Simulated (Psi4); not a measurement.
Psi4 1.11, unrestricted TPSS/def2-svp: C[C](C)[AsH2], charge 0, multiplicity 2, 12 atoms. The geometry is a generated start, not checked to be a minimum at this level.

```json
{
  "task": "energy",
  "method": "tpss",
  "basis": "def2-svp",
  "memory": "3 GB",
  "maxiter": "100",
  "keys_of_the_molecule_block": "symmetry c1",
  "scf_type": "df (default)",
  "e_convergence": "1e-06 (default)",
  "d_convergence": "1e-06 (default)",
  "dft_radial_points": "75 (default)",
  "dft_spherical_points": "302 (default)",
  "basis_functions": "114",
  "grid_points": "256502"
}
```

```xyz
12

C     -0.2056     1.3916     0.3044
C      0.0975    -0.0237    -0.0626
C     -1.0841    -0.9204    -0.2304
As     1.7744    -0.8031     0.4963
H     -0.7883     1.4581     1.2336
H     -0.8087     1.8686    -0.4768
H      0.7152     1.9641     0.4323
H     -1.8284    -0.4628    -0.8847
H     -1.5824    -1.1187     0.7288
H     -0.7830    -1.8817    -0.6537
H      1.8783    -1.7138    -0.6988
H      2.6153     0.2417    -0.1884
```

Charge 0 and multiplicity 2 are set for this test and not shown to be the ground state.

With the defaults (diis = true, scf_initial_accelerator = adiis, damping_percentage = 0, guess = auto, which took SAD, diis_max_vecs = 10, level_shift = 0, level_shift_cutoff = 0.01) it converges in 10 SCF iterations. One run each on 2 threads, with these changes:
- diis_max_vecs = 20
- scf_initial_accelerator = none
- diis_max_vecs = 6
- level_shift = 0.1, level_shift_cutoff = 0.001
- guess = huckel
- diis = false, scf_initial_accelerator = none, damping_percentage = 60
- guess = gwh
- damping_percentage = 60
- guess = sadno

**Question.** Which runs fail or end elsewhere than the default run?

**Answer.** No convergence: diis = false, scf_initial_accelerator = none, damping_percentage = 60 (the run ends without SCF convergence in 100 iterations). The rest reach the solution of the defaults.

```tsv
setting	SCF iterations	end
the defaults	10	same solution
scf_initial_accelerator = none	10	same solution
level_shift = 0.1, level_shift_cutoff = 0.001	10	same solution
diis_max_vecs = 20	10	same solution
diis_max_vecs = 6	11	same solution
guess = sadno	12	same solution
guess = huckel	12	same solution
guess = gwh	15	same solution
damping_percentage = 60	60	same solution
diis = false, scf_initial_accelerator = none, damping_percentage = 60	100	no convergence
```
